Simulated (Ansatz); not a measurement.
## Cs2NaInH6, pressure series

Consider Cs$_{2}$NaInH$_{6}$ (space group Fm-3m, No. 225; a = 8.7276 Å; a cell from a computed database, its experimental status unchecked).

Cell and atoms are relaxed at each pressure.

The values are results of plane-wave PAW DFT at the PBEsol level (Ansatz, a first-principles code, 420 eV), spin-orbit coupling left out, not measurements.

```json
[
 {"change": "base", "lattice parameter a": "8.728 Å", "smallest direct gap": "1.62 eV", "band gap": "1.14 eV", "electron mass": "0.34 mₑ (at Γ)"},
 {"change": "pressure −2 GPa", "lattice parameter a": "9.035 Å", "smallest direct gap": "1.40 eV", "band gap": "1.00 eV", "electron mass": "0.35 mₑ (at Γ)"},
 {"change": "pressure −1 GPa", "lattice parameter a": "8.860 Å", "smallest direct gap": "1.53 eV", "band gap": "1.08 eV", "electron mass": "0.34 mₑ (at Γ)"},
 {"change": "pressure 0.3 GPa", "lattice parameter a": "8.695 Å", "smallest direct gap": "1.65 eV", "band gap": "1.16 eV", "electron mass": "0.34 mₑ (at Γ)"},
 {"change": "pressure 0.7 GPa", "lattice parameter a": "8.651 Å", "smallest direct gap": "1.68 eV", "band gap": "1.18 eV", "electron mass": "0.34 mₑ (at Γ)"},
 {"change": "pressure 1.5 GPa", "lattice parameter a": "8.574 Å", "smallest direct gap": "1.74 eV", "band gap": "1.22 eV", "electron mass": "0.34 mₑ (at Γ)"},
 {"change": "pressure 3 GPa", "lattice parameter a": "8.447 Å", "smallest direct gap": "1.85 eV", "band gap": "1.28 eV", "electron mass": "0.34 mₑ (at Γ)"},
 {"change": "pressure 5 GPa", "lattice parameter a": "8.310 Å", "smallest direct gap": "1.97 eV", "band gap": "1.36 eV", "electron mass": "0.34 mₑ (at Γ)"},
 {"change": "pressure 7.5 GPa", "lattice parameter a": "8.171 Å", "smallest direct gap": "2.10 eV", "band gap": "1.44 eV", "electron mass": "0.34 mₑ (at Γ)"},
 {"change": "pressure 10 GPa", "lattice parameter a": "8.057 Å", "smallest direct gap": "2.21 eV", "band gap": "1.51 eV", "electron mass": "0.34 mₑ (at Γ)"}
]
```

Load acts through the strain it causes; cell and atoms are relaxed under it. Effective masses come from finite differences of ±0.01 Å⁻¹. Stability against distortions was not tested. No other phases were tried under pressure.
